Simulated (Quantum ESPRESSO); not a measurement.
A user runs Quantum ESPRESSO on Ni21Sn2P6 (Fm-3m, 29 atoms in the cell) and asks whether the run is sound. The aim is a self-consistent single point with DFT, PBEsol, plane waves, PSlibrary ultrasoft (PBE) pseudopotentials.

Cell that was meant: a = 7.8510 Å, b = 7.8510 Å, c = 7.8510 Å, α = 60.00°, β = 60.00°, γ = 60.00°.

Part of the input:

```fortran
    ecutrho = 330
    occupations = 'smearing'
    smearing = 'gauss'
    degauss = 0.1
    input_dft = 'pbesol'
/
&ELECTRONS
```

The program printed (abridged):

```
     file Ni.pbe-n-rrkjus_psl.1.0.0.UPF: wavefunction(s)  3D renormalized
   [... lines left out ...]
        k(    2) = (   0.2357023   0.2357023  -0.2357023), wk =   0.5925926
        k(    3) = (   0.4714045   0.0000000   0.0000000), wk =   0.4444444
        k(    4) = (  -0.0000000  -0.4714045   0.4714045), wk =   0.8888889

     Dense  grid:   233537 G-vectors     FFT dimensions: (  90,  90,  90)

     Smooth grid:   127149 G-vectors     FFT dimensions: (  72,  72,  72)

     Initial potential from superposition of free atoms

     starting charge     267.9912, renormalised to     268.0000
     Self-consistent Calculation

     iteration #  1     ecut=    55.00 Ry     beta= 0.30

---- Real-time Memory Report at c_bands before calling an iterative solver
           886 MiB given to the printing process from OS
           472 MiB allocation reported by mallinfo(arena+hblkhd)
------------------

     Threshold (ethr) on eigenvalues was too large:
     Diagonalizing with lowered threshold

---- Real-time Memory Report at c_bands before calling an iterative solver
          1212 MiB given to the printing process from OS
   [... lines left out ...]

---- Real-time Memory Report at c_bands before calling an iterative solver
          1261 MiB given to the printing process from OS
           520 MiB allocation reported by mallinfo(arena+hblkhd)
------------------

     total energy              =   -2514.45397828 Ry
     estimated scf accuracy    <          3.9E-10 Ry

     iteration # 18     ecut=    55.00 Ry     beta= 0.30

---- Real-time Memory Report at c_bands before calling an iterative solver
          1261 MiB given to the printing process from OS
           520 MiB allocation reported by mallinfo(arena+hblkhd)
------------------
     End of self-consistent calculation

   [... 18 lines left out ...]

   [... 18 lines left out ...]

   [... 18 lines left out ...]

   [... 18 lines left out ...]

     the Fermi energy is    14.1801 ev

!    total energy              =   -2514.45397828 Ry
     estimated scf accuracy    <          5.0E-11 Ry
     smearing contrib. (-TS)   =      -1.35130930 Ry
     internal energy E=F+TS    =   -2513.10266898 Ry

     convergence has been achieved in  18 iterations

     Forces acting on atoms (cartesian axes, Ry/au):

     atom    1 type  1   force =     0.00350604    0.00000000    0.00350604
     atom    2 type  1   force =    -0.00350604   -0.00000000   -0.00350604
     atom    3 type  1   force =     0.00000000    0.00350604    0.00350604
   [... lines left out ...]

     Total force =     0.068190     Total SCF correction =     0.000016

          total   stress  (Ry/bohr**3)                   (kbar)     P=        6.33
   0.00004305   0.00000000   0.00000000            6.33        0.00        0.00
   0.00000000   0.00004305   0.00000000            0.00        6.33        0.00
   0.00000000   0.00000000   0.00004305            0.00        0.00        6.33

   JOB DONE.
```

**Question.** Is anything amiss in this input, and did it matter?

**Answer.** The run is not sound. The fault is a smearing width that is far too large. A width of many tenths of an electronvolt moves electrons far across the Fermi level or the gap, and the free energy and its derivatives carry a large smearing term. To fix it, use a width small against the gap or band features. The run converged in 18 iterations without an error; against the sound input the free energy drops by 290 meV/atom, the pressure goes from -6.11 to 0.63 GPa and the largest force goes from 0.096 to 0.640 eV/Å.

The sound input it was made from differs as follows (other fixes are possible):
```diff
-    degauss = 0.1
+    degauss = 0.019992
```

With that input, the run converged in 21 iterations: free energy E − TS -34202.4807 eV; Fermi level (on the code's own zero) 13.89 eV; pressure -6.11 GPa; largest force (vector length) 0.096 eV/Å (DFT, PBEsol, plane waves, PSlibrary ultrasoft (PBE) pseudopotentials).

On the sound input: the starting cell comes from a database of computed structures (which also holds hypothetical and non-ambient phases and stackings), without a prior relaxation at this level. Spin polarisation is off, so a magnetic state, if there is one, cannot be reached. With a pressure of about -6 GPa the cell is away from its equilibrium volume at this level.
